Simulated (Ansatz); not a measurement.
A computed series for CdTe: response to strain

The parent structure is CdTe in the zinc blende structure (space group F-43m, No. 216).

```yaml
crystal:
  lattice:
    - [0.00000, 3.20432, 3.20432]
    - [3.20432, 0.00000, 3.20432]
    - [3.20432, 3.20432, 0.00000]
  atoms:
    - { symbol: Cd, position: [0.00000, 0.00000, 0.00000] }
    - { symbol: Te, position: [0.25000, 0.25000, 0.25000] }
```

Cartesian axes are those of the cell as printed.

Strains are applied to the cell and any free atomic positions relax; under biaxial strain the out-of-plane vector relaxes too.

Method: plane-wave PAW DFT at the LDA level (Ansatz, a quantum-chemistry and plane-wave program, 420 eV), without spin-orbit coupling.

Notes on the quantities. energy relative to the base: free energy F.

```csv
"biaxial strain, plane normal [001], relaxed out of plane (%)",energy relative to the base (meV/atom)
-3,8.6
-2.5,5.9
-2,3.7
-1.5,2.1
-1,?
-0.5,0.2
0,0.0
```

### Question
Fit ΔE = Aε² + Bε³ (ε in %) to the rows shown and predict the withheld row.

### Answer
Least squares on the printed values gives A = 0.883 and B = -0.024 meV/atom (largest residual 0.0 meV/atom); this predicts 0.9 meV/atom, and the run gives 0.9 meV/atom, in agreement.

Whether these cells are dynamically stable was not tested.
